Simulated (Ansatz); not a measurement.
CdS (model structure, started from the BN type, Pm-3n, No. 223, 12 atoms in the cell), treated with HSE06 (Ansatz, a program for electronic structure, PAW).

Run with plane-wave cutoff 460 eV, 4×4×4 k mesh, Fermi–Dirac smearing 0.01 eV, scalar-relativistic PAW data made under PBE.

Cell (relaxed with PBEsol):

```yaml
crystal:
  lattice:
    - [7.16517, 0.00000, 0.00000]
    - [0.00000, 7.16517, 0.00000]
    - [0.00000, 0.00000, 7.16517]
  atoms:
    - { symbol: Cd, position: [0.25000, 0.00000, 0.50000] }
    - { symbol: Cd, position: [0.50000, 0.25000, 0.00000] }
    - { symbol: Cd, position: [0.50000, 0.75000, 0.00000] }
    - { symbol: Cd, position: [0.75000, 0.00000, 0.50000] }
    - { symbol: Cd, position: [0.00000, 0.50000, 0.75000] }
    - { symbol: Cd, position: [0.00000, 0.50000, 0.25000] }
    - { symbol: S, position: [0.25000, 0.50000, 0.00000] }
    - { symbol: S, position: [0.00000, 0.25000, 0.50000] }
    - { symbol: S, position: [0.00000, 0.75000, 0.50000] }
    - { symbol: S, position: [0.75000, 0.50000, 0.00000] }
    - { symbol: S, position: [0.50000, 0.00000, 0.75000] }
    - { symbol: S, position: [0.50000, 0.00000, 0.25000] }
```

What does this level give for the band gap?


* **band gap**: 2.36 eV (on the SCF k mesh)

Note: the relaxation could raise the start's symmetry but not lower it, so the cell can be a saddle point; cell and atoms aren't relaxed at this level (pressure 1.4 GPa).

Spin–orbit coupling is not included.

Static lattice: no zero-point or thermal effects.

The result took around 14 core-minutes (rough).

A model structure was made by putting elements into a prototype or built by hand; it is no filed structure, need not be a known phase, and can be a saddle point held by its symmetry.
